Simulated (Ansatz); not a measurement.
By PBEsol, the system below comes out a metal.

The ballistic (Sharvin) conductance counts the channels at the Fermi level: G/A = (e²/h) × channels of both spins per area.

Input:

```yaml
crystal:
  lattice:
    - [3.23923, 0.00000, 0.00000]
    - [-1.61962, 2.80526, 0.00000]
    - [0.00000, 0.00000, 5.17222]
  atoms:
    - { symbol: Zr, position: [0.33333, 0.66667, 0.25000] }
    - { symbol: Zr, position: [0.66667, 0.33333, 0.75000] }
```

The cell is taken as given; by PBEsol it stands under a pressure of -4.1 GPa.

The current flows along the normal of the first two printed cell vectors, the (001) plane of the conventional cell. No spin-orbit coupling; the value is a mean over 0.1 eV about the Fermi level.

Problem. Give the ballistic conductance per area that PBEsol in Ansatz (a first-principles code) yields.

Solution. 0.63 × 10¹⁵ S/m² for both spins.
